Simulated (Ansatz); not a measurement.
The starting structures come from a database of crystals and need not be the phases stable at ambient conditions.

Data:

```xyz
4
Lattice="3.1453 0.0000 0.0000 0.0000 5.0969 0.0000 1.5726 0.0000 2.7239" Properties=species:S:1:pos:R:3 pbc="T T T"
Al     0.0000     0.0038     0.0000
Ga     3.1453     2.5629     1.8159
N      3.1453     4.5271     1.8159
N      0.0000     1.8952     0.0000
```

Space group of this cell: P3m1. The cell is taken as given.

The current runs along the normal of the first two printed vectors, the (100) plane. All runs by Ansatz (a quantum-chemistry and plane-wave program), plane waves and PAW, without spin-orbit coupling; the base is r2SCAN.

```tsv
run	mean pressure (GPa)	gap (eV)	mid-gap κ (1/Å)
base	-0.4	3.37	0.222
all lengths scaled by 0.98	13.5	[?]	[?]
all lengths scaled by 1.02	-11.1	2.92	0.198
lda in place of r2scan	-5.0	[?]	[?]
lengths across the current scaled by 0.98, ions clamped	8.5	3.66	0.238
lengths across the current scaled by 1.02, ions clamped	-7.7	[?]	[?]
lengths along the current scaled by 0.97, ions clamped	6.4	3.47	0.234
lengths along the current scaled by 1.03, ions clamped	-5.9	3.11	0.210
pbesol in place of r2scan	0.2	2.82	0.199
```

What belongs in the gaps?


- all lengths scaled by 0.98, gap (eV): 3.84
- all lengths scaled by 0.98, mid-gap κ (1/Å): 0.246
- lda in place of r2scan, gap (eV): 2.89
- lda in place of r2scan, mid-gap κ (1/Å): 0.205
- lengths across the current scaled by 1.02, ions clamped, gap (eV): 3.00
- lengths across the current scaled by 1.02, ions clamped, mid-gap κ (1/Å): 0.206
